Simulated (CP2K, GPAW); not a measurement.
A CP2K input for a self-consistent single point of TiS (P-6m2, 2 atoms in the cell) (DFT LDA (Pade form), GPW, DZVP-MOLOPT-SR-GTH basis, GTH-PADE potentials (GTH_POTENTIALS)):

```
&GLOBAL
  PROJECT scf
  RUN_TYPE ENERGY_FORCE
  PRINT_LEVEL LOW
&END GLOBAL
&FORCE_EVAL
  METHOD Quickstep
  STRESS_TENSOR ANALYTICAL
  &DFT
    BASIS_SET_FILE_NAME BASIS_MOLOPT
    POTENTIAL_FILE_NAME GTH_POTENTIALS
    &QS
      METHOD GPW
      EPS_DEFAULT 1E-10
    &END QS
    &MGRID
      CUTOFF 600
      REL_CUTOFF 40
      NGRIDS 5
    &END MGRID
    &SCF
      SCF_GUESS ATOMIC
      EPS_SCF 1E-6
      MAX_SCF 100
      ADDED_MOS 4
      &DIAGONALIZATION
        ALGORITHM STANDARD
      &END DIAGONALIZATION
      &MIXING
        METHOD BROYDEN_MIXING
        ALPHA 0.2
        NBUFFER 12
        BETA 1.5
      &END MIXING
      &SMEAR ON
        METHOD GAUSSIAN
        SIGMA [eV] 0.2
      &END SMEAR
    &END SCF
    &KPOINTS
      SCHEME MONKHORST-PACK 12 12 10
      GAMMA_CENTERED T
    &END KPOINTS
    &XC
      &XC_FUNCTIONAL PADE
      &END XC_FUNCTIONAL
    &END XC
    &PRINT
      &MO
        EIGENVALUES T
        OCCUPATION_NUMBERS T
        NDIGITS 8
        FILENAME mo
        &EACH
          QS_SCF 0
        &END EACH
        ADD_LAST NUMERIC
      &END MO
      &MULLIKEN OFF
      &END MULLIKEN
    &END PRINT
  &END DFT
  &SUBSYS
    &CELL
      ABC 3.26717000 3.26716981 3.21706000
      ALPHA_BETA_GAMMA 90.00000000 90.00000000 120.00000192
      PERIODIC XYZ
    &END CELL
    &COORD
      Ti       1.63358663     0.94314972     0.00000000
      S        0.00000000     0.00000000     1.60853000
    &END COORD
    &KIND Ti
      BASIS_SET DZVP-MOLOPT-SR-GTH
      POTENTIAL GTH-PADE-q12
    &END KIND
    &KIND S
      BASIS_SET DZVP-MOLOPT-SR-GTH
      POTENTIAL GTH-PADE-q6
    &END KIND
  &END SUBSYS
  &PRINT
    &FORCES ON
    &END FORCES
    &STRESS_TENSOR ON
    &END STRESS_TENSOR
  &END PRINT
&END FORCE_EVAL
```

Task: Give the GPAW input for the same structure, mesh, smearing and functional.

Result: One input that does it (others would too):

```python
from ase import Atoms
from ase.units import GPa
from gpaw import GPAW, PW

atoms = Atoms(['Ti', 'S'],
              cell=[[3.267170, 0.000000, 0.000000],
                    [-1.633585, 2.829452, 0.000000],
                    [0.000000, 0.000000, 3.217060]],
              scaled_positions=[[0.666667, 0.333333, 0.000000],
                                [0.000000, 0.000000, 0.500000]],
              pbc=True)

calc = GPAW(mode=PW(850),
            xc='LDA',
            kpts={'size': (12, 12, 10), 'gamma': True},
            occupations={'name': 'methfessel-paxton', 'width': 0.2, 'order': 0},
            nbands=-8,
            convergence={'density': 1e-05},
            symmetry={'symmorphic': False, 'tolerance': 0.0005},
            maxiter=100)

atoms.calc = calc

energy = atoms.get_potential_energy()
print('Energy (eV):', round(energy, 6))
forces = atoms.get_forces()
print('Forces (eV/Ang):')
print(forces.round(5))
stress = atoms.get_stress()
print('Stress (GPa, Voigt):', (stress / GPa).round(4))
```

Basis, cutoffs, solver keys and any potentials are the target program's own. This input uses DFT LDA (Perdew-Wang 92), plane waves, GPAW PAW datasets LDA (gpaw-data 1.0.1). LDA parametrisations can differ slightly between programs. Both were run: pressure -9.11 GPa in CP2K and -8.66 in GPAW.

On CP2K: the starting cell comes from a database of computed structures (which also holds hypothetical and non-ambient phases and stackings), without a prior relaxation at this level. Spin polarisation is off, so a magnetic state, if there is one, cannot be reached. Values carry the incompleteness of an atom-centred basis. With a pressure of about -9 GPa the cell is away from its equilibrium volume at this level.

On GPAW: the starting cell comes from a database of computed structures (which also holds hypothetical and non-ambient phases and stackings), without a prior relaxation at this level. Spin polarisation is off, so a magnetic state, if there is one, cannot be reached. With a pressure of about -9 GPa the cell is away from its equilibrium volume at this level.
